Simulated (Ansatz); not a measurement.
Input:

```
Ga2O3
1.0
    2.48142     1.43265     4.44931
   -2.48142     1.43265     4.44931
    0.00000    -2.86530     4.44931
Ga O
4 6
Direct
  0.64427   0.64427   0.64427
  0.14427   0.14427   0.14427
  0.35573   0.35573   0.35573
  0.85573   0.85573   0.85573
  0.75000   0.44719   0.05281
  0.05281   0.75000   0.44719
  0.25000   0.55281   0.94719
  0.55281   0.94719   0.25000
  0.94719   0.25000   0.55281
  0.44719   0.05281   0.75000
```

No spin polarisation.

Calculations: PBEsol, PAW, 420 eV (Ansatz, a first-principles code; scalar-relativistic without spin-orbit coupling). Settings: 8×8×8 k-points, 0.05 eV Fermi–Dirac smearing.

Question: Estimate the space group.

Answer: R-3c (No. 167).

Question: Estimate the electron mass.

Answer: 0.24 mₑ (at Γ).

Question: Estimate the width of the top valence band.

Answer: 0.46 eV.

Question: What is the computed pressure (mean of the normal stresses, compression positive)?

Answer: 5.25 GPa.

The levels and masses belong to the bands next to the band gap. The cells carry an imposed strain or load. Masses are band curvatures over ±0.01 Å⁻¹ around the edge. No phonon test of stability was made. The cell was made from Ga2O3 in the corundum structure (space group R-3c, No. 167) by this change: isotropic strain −0.75 %.
